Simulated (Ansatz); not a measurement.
# What pressure 100 GPa does to TiAl3

Take TiAl₃ (space group I4/mmm, No. 139; a = 3.8459 Å, c = 8.6199 Å) as the base.

It is then changed as follows: cell and atoms relaxed at a pressure of 100 GPa.

All numbers come from PBE in Ansatz (plane waves to 420 eV, PAW, no SOC). k-mesh 17×17×17 (Γ-centred); smearing 0.05 eV (Fermi–Dirac).

The volume per atom decreases by 5.43 Å³, from 15.94 Å³ to 10.51 Å³ and the density goes up by 1.73 g/cm³ (3.36 g/cm³ → 5.09 g/cm³). The lattice parameter a shrinks by 0.494 Å, from 3.846 Å to 3.352 Å and the c/a ratio shrinks by 0.0098, from 2.241 to 2.232. The shortest interatomic distance falls by 0.349 Å (2.719 Å → 2.370 Å) and the enthalpy H = E + PV relative to the base's energy comes out as +7.76 eV/atom. The band gap stays zero.

Final structure:

```yaml
crystal:
  lattice:
    - [-1.67600, 1.67600, 3.74000]
    - [1.67600, -1.67600, 3.74000]
    - [1.67600, 1.67600, -3.74000]
  atoms:
    - { symbol: Al, position: [0.50000, 0.50000, 0.00000] }
    - { symbol: Al, position: [0.75000, 0.25000, 0.50000] }
    - { symbol: Al, position: [0.25000, 0.75000, 0.50000] }
    - { symbol: Ti, position: [0.00000, 0.00000, 0.00000] }
```

Load acts through the strain it causes; cell and atoms are relaxed under it. Whether these cells are dynamically stable was not tested. No other phases were tried under pressure. All final runs are without spin polarisation.

Ansatz is an electronic-structure program.
